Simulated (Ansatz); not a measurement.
## A computed series for Al2O3: response to strain

The reference is Al2O3 in the corundum structure (space group R-3c, No. 167; a = 4.8088 Å, c = 13.1238 Å (hexagonal axes)). Axes: x lies along a and z along c of the hexagonal cell.

Strains are applied to the cell and any free atomic positions relax.

Method: PBE (Ansatz, a first-principles code; PAW; 420 eV plane waves; scalar-relativistic without spin-orbit coupling).

Notes on the quantities. energy relative to the base: free energy F.

| uniaxial strain ε_zz (%) | energy relative to the base (meV/atom) |
|---|---|
| -3 | 11.5 |
| -2.25 | 6.4 |
| -1.5 | ? |
| -0.75 | 0.7 |
| 0 | 0.0 |

### Question
Fit ΔE = Aε² + Bε³ (ε in %) to the rows shown and predict the withheld row.

### Answer
Least squares on the printed values gives A = 1.22 and B = -0.018 meV/atom (largest residual 0.0 meV/atom); this predicts 2.8 meV/atom, and the run gives 2.8 meV/atom, in agreement.

No phonon test of stability was made.
